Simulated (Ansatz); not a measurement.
**Competing hops of interstitial F in rock-salt LiF, charge state -1**

Defect: interstitial F in rock-salt LiF, charge state -1. Calculation: PBE, PAW (plane waves to 420 eV; Ansatz, a quantum-chemistry and plane-wave program).

Settings: 64 host sites, the relaxed PBE lattice, the Γ point alone, smearing 0.01 eV, spin-restricted, no image-charge correction. Energies are static. The charge state is imposed; whether it is stable for some Fermi level was not computed. Sites that were not tried may lie lower.

Barriers: single points on a 2×2×2 k-point mesh shifted by half a step at the bands' geometries.

```
Route                                        Start site over the lowest site run (eV)  Hop (Å)  Forward barrier (eV)  Backward barrier (eV)                  Neighbours at the start                                                     Neighbours at the saddle                        Saddle order  Forward, on the band's own sampling (eV)
-------------------------------------------  ----------------------------------------  -------  --------------------  ---------------------  ---------------------------------------  ---------------------------------------------------------------------------  ----------------------------------  ----------------------------------------
several atoms move together, F the farthest                                      0.00     1.63                  0.34                   0.34                F at 2.28; 3 Li at 1.81 Å                            F at 2.16; 2 Li at 1.72, Li at 1.94, Li at 1.95 Å  not checked, on a symmetry element                                      0.33
several atoms move together, F the farthest                                      0.00     2.00                  0.35                   0.35  4 F at 2.28; 3 Li at 1.78, Li at 1.79 Å  2 F at 2.18; 2 Li at 1.72, Li at 2.17, Li at 2.19, Li at 2.20, Li at 2.22 Å  not checked, on a symmetry element                                      0.34
```

Paths come from nudged elastic bands with a climbing image.  A band can be held on a symmetry element, so unchecked saddle points there may be too high. 2 more band(s) gave no usable saddle point.

The whole set of runs took roughly 0.8 core-hours.
